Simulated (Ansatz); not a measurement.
The structure below was relaxed with DFT with PBE, PAW potentials and a 420 eV plane-wave cutoff in Ansatz (a program for electronic structure), no spin-orbit coupling, at pressure 9 GPa.

```xyz
4
Lattice="3.1682 0.0000 0.0000 -1.5841 2.7438 0.0000 0.0000 0.0000 5.1618" Properties=species:S:1:pos:R:3 pbc="T T T"
Ga     0.0000     1.8292     0.0011
Ga     1.5841     0.9146     2.5820
N      0.0000     1.8292     1.9449
N      1.5841     0.9146     4.5258
```

Question: Find the space group and the Wyckoff positions.

Answer: Space group P6₃mc (No. 186); a = b = 3.1682 Å, c = 5.1618 Å, α = β = 90.00°, γ = 120.00°

| atom | site | symmetry | x | y | z |
|---|---|---|---|---|---|
| Ga | 2b | 3m. | 0.3333 | 0.6667 | 0.0002 |
| N | 2b | 3m. | 0.3333 | 0.6667 | 0.3768 |

Question: Describe the coordination.

Answer: The crystal has 4 atoms in its conventional cell. Cell: a = 3.1682 Å, b = 3.1682 Å, c = 5.1618 Å, α = 90.00°, β = 90.00°, γ = 120.00°. Ga is surrounded by 4 N at 1.937–1.944 Å (tetrahedral). N is coordinated by 4 Ga at 1.937–1.944 Å (tetrahedral). (Neighbours: up to the widest gap in distance over summed covalent radii, below 1.35, at either atom; cation-cation and far metal-metal contacts left out.)

Load acts through the strain it causes; cell and atoms are relaxed under it. Whether these cells are dynamically stable was not tested. Tetrahedral semiconductors of this kind turn to denser phases somewhere between about 1 and 50 GPa; those were not computed, so compressed cells here can lie past the real transition. The cell was made from GaN in the wurtzite structure (space group P6_3mc, No. 186) by this change: pressure 9 GPa.
